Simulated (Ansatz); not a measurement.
Pt on the 1x1 (111) surface of fcc Au (the real clean face reconstructs), one in a 2x2 cell, started at the site 'hollow Au-Au-Au over Au at depth 4.8 Å'

The numbers are results of PBE (plane waves to 420 eV, PAW; Ansatz, a quantum-chemistry and plane-wave program), not measurements.

Set-up: 17 atoms, 7.2 Å thick at the start under the adsorbate (thin: gaps and levels are the slab's own); mesh 6x6x1; 0.1 eV smearing; dipole correction on; 8 atoms held, the rest relaxed; symmetry of the start imposed; spin-polarised, no spin-orbit, no U, no dispersion correction. The starting moment vanished. At the end it is bonded to 3 Au. In PBE it is, or lies within 0.03 eV of, the lowest of the starts that converged.

The adsorption energy against an atom of fcc Pt is 42.6 kcal/mol, the work function of the top face is 4.70 eV and the change of the work function is -0.43 eV. The change of the step from the bottom to the top vacuum level, against the clean slab comes out as -0.42 eV. The energy released by relaxation is 0.30 eV and the height of the binding atom over the mean of the host atoms within 0.3 Å of the top one is 1.961 Å. The magnetic moment of the cell comes out as 0.00 μB and the nearest host atoms of the binding atom is Au at 2.62 Å, Au at 2.62 Å, Au at 2.62 Å. The largest move of a host atom is 0.05 Å and the cost comes out as around 9 core-minutes (rough).

A negative adsorption energy means that the adsorbate is more stable on the surface than in its reference.
